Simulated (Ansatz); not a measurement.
Start from SrO in the rock salt structure (space group Fm-3m, No. 225; a = 5.122 Å).

Levels (all Ansatz, a first-principles code, PAW): PBEsol (420 eV, no spin-orbit coupling); HSE06 (420 eV, no SOC).

Its gap is 3.20 eV with PBEsol and 4.79 eV with HSE06.

It is then changed as follows: Mg takes the place of Sr on all its sites, then cell and atoms are relaxed.

With PBEsol the gap becomes 4.62 eV.

**Question.** If the HSE06 correction stayed the same, what would the HSE06 gap be, and what does the HSE06 run give?

**Answer.** A rigid correction of +1.59 eV gives 6.21 eV. The HSE06 run gives 6.47 eV, so the correction itself changes by +0.26 eV.

Single points use the geometry relaxed with PBEsol. HSE06 gaps are upper bounds (no full band path). Stability against distortions was not tested.
